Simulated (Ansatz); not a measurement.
Consider MgO in the rock salt structure (space group Fm-3m, No. 225; a = 4.2149 Å). Axes: x, y, z lie along the cube axes.

Calculations: DFT with PBEsol, PAW potentials and a 420 eV plane-wave cutoff in Ansatz (a first-principles code), no spin-orbit coupling, earlier PAW set.

Strains are applied to the cell and any free atomic positions relax; under biaxial strain the out-of-plane vector relaxes too.

One change was made to it. Results:

```tsv
quantity	base	after
energy relative to the base (free energy F)	0 meV/atom	+13 meV/atom
volume per atom	9.36 Å³	9.74 Å³
```

Question: Which of these changes matches the shifts?
A) biaxial strain +1.98 %, plane normal [110], relaxed out of plane
B) biaxial strain +2.47 %, plane normal [111], relaxed out of plane
C) strain tensor (xx, yy, zz, yz, xz, xy) = (−0.85, −0.13, −0.31, −1.43, −0.31, +1.45) %
D) isotropic strain +0.91 %

Answer: B, biaxial strain +2.47 %, plane normal [111], relaxed out of plane. For comparison, the energy relative to the base in the other runs: biaxial strain +1.98 %, plane normal [110], relaxed out of plane gives +8.3 meV/atom; strain tensor (xx, yy, zz, yz, xz, xy) = (−0.85, −0.13, −0.31, −1.43, −0.31, +1.45) % gives +8.2 meV/atom; isotropic strain +0.91 % gives +3.3 meV/atom.

A biaxial case was relaxed in a doubled cell and then solved in the primitive one. Stability against distortions was not tested.
